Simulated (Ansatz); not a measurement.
Consider SrO in the rock salt structure (space group Fm-3m, No. 225; a = 5.122 Å). Axes: x, y, z lie along the cube axes.

Calculations: plane-wave PAW DFT at the PBEsol level (Ansatz, an electronic-structure program, 420 eV), spin-orbit coupling left out.

Before the change:

| Quantity | Value |
|---|---|
| Band gap | 3.20 eV |

It is then changed as follows: biaxial strain −1.00 %, plane normal [001], relaxed out of plane (Cartesian); in-plane vectors clamped, the third vector and the atoms free.

Predict the new band gap and energy relative to the base.

The band gap falls by 0.05 eV to 3.15 eV; the energy rises by 2.2 meV/atom.

Whether these cells are dynamically stable was not tested.
